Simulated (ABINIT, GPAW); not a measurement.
A GPAW input for a self-consistent single point of GaN (P6_3mc, 4 atoms in the cell) (DFT PBE, plane waves, GPAW PAW datasets PBE (gpaw-data 1.0.1)):

```python
from ase import Atoms
from ase.units import GPa
from gpaw import GPAW, PW, FermiDirac

atoms = Atoms(['Ga', 'Ga', 'N', 'N'],
              cell=[[3.074836, 0.000000, 0.000000],
                    [-1.537418, 2.662886, 0.000000],
                    [0.000000, 0.000000, 5.006588]],
              scaled_positions=[[0.666667, 0.333333, 0.499080],
                                [0.333333, 0.666667, 0.999080],
                                [0.666667, 0.333333, 0.875920],
                                [0.333333, 0.666667, 0.375920]],
              pbc=True)

calc = GPAW(mode=PW(950),
            xc='PBE',
            kpts={'size': (6, 6, 4), 'gamma': True},
            occupations=FermiDirac(0.05),
            nbands=-8,
            convergence={'density': 1e-05, 'bands': -6},
            symmetry={'symmorphic': False, 'tolerance': 0.0005},
            maxiter=100)

atoms.calc = calc

energy = atoms.get_potential_energy()
print('Energy (eV):', round(energy, 6))
forces = atoms.get_forces()
print('Forces (eV/Ang):')
print(forces.round(5))
stress = atoms.get_stress()
print('Stress (GPa, Voigt):', (stress / GPa).round(4))
```

Question: Translate this input to ABINIT.

Answer: This is the input that was run; spellings and numerical settings could be chosen otherwise.

```
# GaN, JTH v2.0 PBE PAW
pp_dirpath "./"
pseudos "Ga.GGA_PBE-JTH.xml, N.GGA_PBE-JTH.xml"
acell 3*1.0
rprim
         5.8105978216    0.0000000224    0.0000000000
        -2.9052989302    5.0321253135    0.0000000000
         0.0000000000    0.0000000000    9.4610801388
natom 4
ntypat 2
znucl 31 7
typat 1 1 2 2
xcart
         1.5374179710    0.8876286873    2.4986879390
        -0.0000000068    1.7752573628    5.0019819390
         1.5374179710    0.8876286873    4.3853705610
        -0.0000000068    1.7752573628    1.8820765610
      Angstrom
ecut 26
pawecutdg 52
pawxcdev 0
ixc 11
occopt 3
tsmear 0.05 eV
nband 24
kptopt 1
ngkpt 6 6 4
nshiftk 1
shiftk 0 0 0
nstep 60
tolvrs 1.0e-12
prtwf 0
prtden 0
enunit 1
```

Basis settings and potentials, where a program has them, do not carry over. This input uses DFT, PBE, plane waves, PAW (JTH v2.0 PBE PAW).

The starting cell comes from a database of computed structures (which also holds hypothetical and non-ambient phases and stackings), without a prior relaxation at this level. Its lattice was rescaled by a random factor within 2.5 % of one. For this run, on top of that: lattice scaled by 0.98.
